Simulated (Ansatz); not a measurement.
**OH on the 1x1 (111) surface of fcc Ir, one in a 2x2 cell, started at the site 'bridge Ir-Ir (span 2.7 Å)'**

Calculation: PBE (plane waves to 420 eV, PAW; Ansatz, a first-principles code).

Set-up: 18 atoms, 6.6 Å thick at the start under the adsorbate (thin: gaps and levels are the slab's own); mesh 6x6x1; 0.1 eV smearing; dipole correction on; 8 atoms held, the rest relaxed; no symmetry held; no spin, no spin-orbit, no U, no dispersion correction. At the end it is bonded to 2 Ir. In PBE it is, or lies within 0.03 eV of, the lowest of the starts that converged.

| Item | Result |
|---|---|
| adsorption energy against H2O(g) − ½ H2(g) | 0.62 eV |
| work function of the top face | 4.90 eV |
| change of the work function | -0.59 eV |
| change of the step from the bottom to the top vacuum level, against the clean slab | -0.61 eV |
| energy released by relaxation | 0.42 eV |
| height of the binding atom over the mean of the host atoms within 0.3 Å of the top one | 1.755 Å |
| nearest host atoms of the binding atom | Ir at 2.18 Å, Ir at 2.18 Å, Ir at 3.00 Å |
| largest move of a host atom | 0.07 Å |
| cost | about 22 core-minutes (a rough figure) |

A negative adsorption energy means that the adsorbate is more stable on the surface than in its reference.
